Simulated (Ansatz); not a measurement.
# HfO2 under a change: pressure 30 GPa

The parent structure is HfO2 in the fluorite structure (space group Fm-3m, No. 225; a = 5.0438 Å).

One thing is altered: a hydrostatic pressure of 30 GPa.

The values are results of Ansatz (a program for electronic structure) PBEsol, no spin-orbit coupling, not measurements. k-mesh 11×11×11 (Γ-centred); smearing 0.05 eV (Fermi–Dirac).

```csv
quantity,base,changed,shift
density,10.90 g/cm³,11.96 g/cm³,+1.06 g/cm³
lattice parameter a,5.044 Å,4.889 Å,-0.1543 Å
enthalpy H = E + PV relative to the base's energy,–,+1.91 eV/atom,–
band gap,3.69 eV,3.89 eV,+0.206 eV
gap character,direct at X,direct at X,–
mean gap deformation potential ΔEg/Δln V,–,-2.2 eV,–
width of the top valence band,1.88 eV,1.98 eV,+0.10 eV
electron mass,"1.1 mₑ along k, 0.70 mₑ across (at X)","1.0 mₑ along k, 0.66 mₑ across (at X)",–
hole mass,–,"0.28 mₑ along k, 2.8 mₑ across (at X)",–
```

With Hf present, leaving out spin-orbit coupling can change the band edges. Load acts through the strain it causes; cell and atoms are relaxed under it. Effective masses come from finite differences of ±0.01 Å⁻¹. Along k means along the line from Γ to the band edge. Whether these cells are dynamically stable was not tested. Competing high-pressure phases were not computed. This is not the structure that HfO2 has at room temperature and ambient pressure.
